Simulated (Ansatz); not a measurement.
# How the cohesive energy of InP (model structure, from the NiAs type, P6₃/mmc, No. 194) moves with the method

No measured value is used here.

```json
[
 {"level (code)": "LDA (Ansatz)", "value (eV/atom)": "3.72", "cell (Å³/atom)": "20.18"},
 {"level (code)": "PBE (Ansatz)", "value (eV/atom)": "2.83", "cell (Å³/atom)": "21.60"},
 {"level (code)": "PBEsol (Ansatz)", "value (eV/atom)": "3.28", "cell (Å³/atom)": "20.66"},
 {"level (code)": "PBE-D3(BJ) (Ansatz)", "value (eV/atom)": "3.21", "cell (Å³/atom)": "20.76"},
 {"level (code)": "r²SCAN (Ansatz)", "value (eV/atom)": "2.93", "cell (Å³/atom)": "21.08"}
]
```

Density-functional levels without +SOC have no spin–orbit coupling, which shifts binding energies of heavy elements. Each level is taken at its own relaxed cell. Cutoffs differ between the levels. Ansatz's density-functional and Hartree–Fock values are scalar-relativistic unless marked +SOC, with PAW data made under PBE.

A model structure was made by putting elements into a prototype or built by hand; it is no filed structure, need not be a known phase, and can be a saddle point held by its symmetry.

Ansatz is a first-principles code.
